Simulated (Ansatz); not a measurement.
## BaTiO3: response to strain

The reference is BaTiO₃ in the cubic perovskite structure (space group Pm-3m, No. 221; a = 3.970 Å). Axes: x, y, z lie along the cube axes.

Strains are applied to the cell and any free atomic positions relax.

The values are results of PBEsol/PAW in Ansatz (a first-principles code), no SOC, not measurements.

Candidates:
(a) tensor shear ε_xy = +1.67 %
(b) tensor shear ε_xy = +1.00 %
(c) tensor shear ε_xy = +2.00 %
(d) tensor shear ε_xy = +0.33 %

Base values:

| Quantity | Value |
|---|---|
| Band gap | 1.82 eV |

Task: Order them by band gap, lowest first.

Result: (c) tensor shear ε_xy = +2.00 % (1.68 eV), (a) tensor shear ε_xy = +1.67 % (1.72 eV), (b) tensor shear ε_xy = +1.00 % (1.76 eV), (d) tensor shear ε_xy = +0.33 % (1.80 eV)

Whether these cells are dynamically stable was not tested. All final runs are without spin polarisation. Many cubic perovskites are stable only at high temperature; tilts and polar distortions were not tested. This is not the structure that BaTiO3 has at room temperature and ambient pressure.
